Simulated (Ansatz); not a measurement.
VIr3 (Pm-3m), Ansatz (a first-principles code) with PBEsol, DFPT electron-phonon coupling, linearised Boltzmann equation. Phonon-limited resistivity 11.6 μΩ·cm at 300 K, 16.0 μΩ·cm at 400 K, current-weighted mean free path 10.3 nm, Drude plasma energy 5.52 eV.

Q: What is the classical skin depth at 10 GHz (nonmagnetic, μ₀ = 1.257×10⁻⁶ H/m)?

A: δ = √(ρ/(π f μ₀)) = 1710 nm.

Q: Estimate the electronic thermal conductivity at 300 K by the Wiedemann-Franz law (L₀ = 2.44×10⁻⁸ W·Ω/K²).

A: L₀T/ρ = 2.44×10⁻⁸ × 300/(11.6×10⁻⁸) = 63.1 W/(m·K). Inelastic scattering puts the true Lorenz number somewhat under L₀ near and below the Debye temperature.

Q: What Drude relaxation time do resistivity and plasma energy imply?

A: ω_p = 8.39e15 s⁻¹, so τ = 1/(ε₀ ω_p² ρ) = 13.8 fs, a damping ħ/τ of 47.5 meV.

A metal at this level (no band gap). Only scattering by harmonic phonons is included (no impurities, grain boundaries, electron-electron scattering or thermal expansion). Spin-orbit coupling is left out, which matters with elements this heavy. The run warned that the eigensolver left some states short of its tolerance. Halving the electron mesh (24x24x24) moves the resistivity by up to 2 % at 300 K, the mean free path by up to 4 %. Smearing 0.20 eV; phonons on a 4x4x4 q mesh, which this run doesn't test.

Formula and space group known from diffraction (Crystallography Open Database), not checked to be the room-temperature form: VIr3 (Pm-3m). Treated as nonmagnetic (a ferromagnetic start lost its moment, other orders weren't tried): VIr3 (Pm-3m).
